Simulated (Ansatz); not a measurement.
## Mo: response to strain

Base system: Mo in the bcc (W type) structure (space group Im-3m, No. 229; relaxed with 0.1 eV smearing).

```
CELL_PARAMETERS angstrom
     -1.55576     1.55576     1.55576
      1.55576    -1.55576     1.55576
      1.55576     1.55576    -1.55576
ATOMIC_POSITIONS crystal
  Mo 0.00000 0.00000 0.00000
```

Cartesian axes are those of the cell as printed.

Strains are applied to the cell and any free atomic positions relax; under biaxial strain the out-of-plane vector relaxes too.

Calculations: Kohn–Sham DFT with the LDA functional, run in Ansatz (an electronic-structure program) with PAW and 420 eV plane waves, no SOC.

Notes on the quantities. pressure: mean of the normal stresses, compression positive.

| case | shortest interatomic distance | pressure | ratio −ε⊥/ε∥ |
|---|---|---|---|
| base | 5.092 bohr | 0.0 GPa | – |
| biaxial strain −3.00 %, plane normal [001], relaxed out of plane | ___ | 12.2 GPa | 0.79 |
| biaxial strain −2.50 %, plane normal [001], relaxed out of plane | 5.041 bohr | 10.1 GPa | 0.77 |
| biaxial strain −2.00 %, plane normal [001], relaxed out of plane | 5.051 bohr | ___ | 0.76 |
| biaxial strain −1.50 %, plane normal [001], relaxed out of plane | 5.060 bohr | 5.9 GPa | 0.74 |
| biaxial strain +0.50 %, plane normal [001], relaxed out of plane | 5.103 bohr | -1.9 GPa | – |
| biaxial strain +1.50 %, plane normal [001], relaxed out of plane | 5.126 bohr | -5.4 GPa | 0.68 |
| biaxial strain +2.00 %, plane normal [001], relaxed out of plane | 5.138 bohr | -7.0 GPa | 0.67 |
| biaxial strain +2.50 %, plane normal [001], relaxed out of plane | ___ | -8.6 GPa | 0.67 |
| biaxial strain +3.00 %, plane normal [001], relaxed out of plane | 5.161 bohr | -10.1 GPa | 0.67 |

Question: What belongs in the blanks?

Answer: 
- biaxial strain −3.00 %, plane normal [001], relaxed out of plane, shortest interatomic distance: 5.032 bohr
- biaxial strain −2.00 %, plane normal [001], relaxed out of plane, pressure: 8.0 GPa
- biaxial strain +2.50 %, plane normal [001], relaxed out of plane, shortest interatomic distance: 5.150 bohr

Stability against distortions was not tested. All final runs are without spin polarisation.
